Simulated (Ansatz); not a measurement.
# A computed series for Cu: response to strain

Base system: Cu in the fcc (Cu type) structure (space group Fm-3m, No. 225; a = 3.5638 Å; relaxed with 0.1 eV smearing). Axes: x, y, z lie along the cube axes.

Strains are applied to the cell and any free atomic positions relax; under biaxial strain the out-of-plane vector relaxes too.

Computed with Ansatz (a quantum-chemistry and plane-wave program), PBEsol, PAW, cutoff 420 eV, no SOC.

Notes on the quantities. energy relative to the base: free energy F.

```json
[
 {"biaxial strain, plane normal [001], relaxed out of plane (%)": "-3", "energy relative to the base (meV/atom)": "11.9"},
 {"biaxial strain, plane normal [001], relaxed out of plane (%)": "-2.5", "energy relative to the base (meV/atom)": "8.0"},
 {"biaxial strain, plane normal [001], relaxed out of plane (%)": "-2", "energy relative to the base (meV/atom)": "4.9"},
 {"biaxial strain, plane normal [001], relaxed out of plane (%)": "-1.5", "energy relative to the base (meV/atom)": "?"},
 {"biaxial strain, plane normal [001], relaxed out of plane (%)": "-1", "energy relative to the base (meV/atom)": "1.1"},
 {"biaxial strain, plane normal [001], relaxed out of plane (%)": "-0.5", "energy relative to the base (meV/atom)": "0.3"},
 {"biaxial strain, plane normal [001], relaxed out of plane (%)": "0", "energy relative to the base (meV/atom)": "0.0"}
]
```

### Question
Fit ΔE = Aε² + Bε³ (ε in %) to the rows shown and predict the withheld row.

### Answer
Least squares on the printed values gives A = 1.04 and B = -0.096 meV/atom (largest residual 0.0 meV/atom); this predicts 2.7 meV/atom, and the run gives 2.7 meV/atom, in agreement.

Whether these cells are dynamically stable was not tested. All final runs are without spin polarisation.
